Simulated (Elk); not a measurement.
Band structure of CuRu3 (I4/mmm, 4 atoms in the cell).

```
CELL_PARAMETERS angstrom
     -1.86921     1.86921     3.94628
      1.86921    -1.86921     3.94628
      1.86921     1.86921    -3.94628
ATOMIC_POSITIONS crystal
  Cu 0.00000 0.00000 0.00000
  Ru 0.75000 0.25000 0.50000
  Ru 0.25000 0.75000 0.50000
  Ru 0.50000 0.50000 0.00000
```

Method: PBEsol, all-electron FP-LAPW, Elk's shipped species files, APW+lo basis with extra local orbitals in Elk 10.2.4.

Settings: xctype = 22; rgkmax = 8; stype = 0; swidth = 0.00367493 Ha; ngridk = 8 8 8; gmaxvr = 18 1/bohr; lmaxapw = 10; lmaxo = 8; nxlo = 2; lorbcnd = true; lradstp = 2; nrmtscf = 2; rmtscf = 0.9; lmaxi = 4.

The starting cell comes from a database of computed structures (which also holds hypothetical and non-ambient phases and stackings), without a prior relaxation at this level. Its lattice was rescaled by a random factor within 2.5 % of one. Spin polarisation is off. Values depend on the basis (sphere radii, cutoffs, local orbitals), which need not be converged.

Levels in eV from the Fermi level, bands 29 to 36:
```
point     29     30     31     32     33     34     35    36
-----  -----  -----  -----  -----  -----  -----  -----  ----
Γ      -1.10  -0.46  -0.21   0.22   1.14   1.14   1.24  2.15
X      -1.52  -1.00   0.13   0.18   0.25   0.33   0.68  1.26
Y      -1.35  -1.05  -0.67  -0.40  -0.11   0.80   0.92  1.19
S      -1.01  -0.93  -0.77  -0.67  -0.29   0.01   0.03  1.33
Z      -0.32  -0.32   0.06   0.26   1.11   1.36   1.36  1.72
S1     -1.01  -0.93  -0.77  -0.67  -0.29   0.01   0.03  1.33
N      -1.68  -0.97  -0.70  -0.63  -0.57  -0.39  -0.07  1.27
P      -1.58  -1.58  -1.55  -0.14  -0.14   0.32   1.17  1.55
Y1     -1.35  -1.05  -0.67  -0.40  -0.11   0.80   0.92  1.19
```

Bands cross the Fermi level along this path, so the cell is metallic at this level.
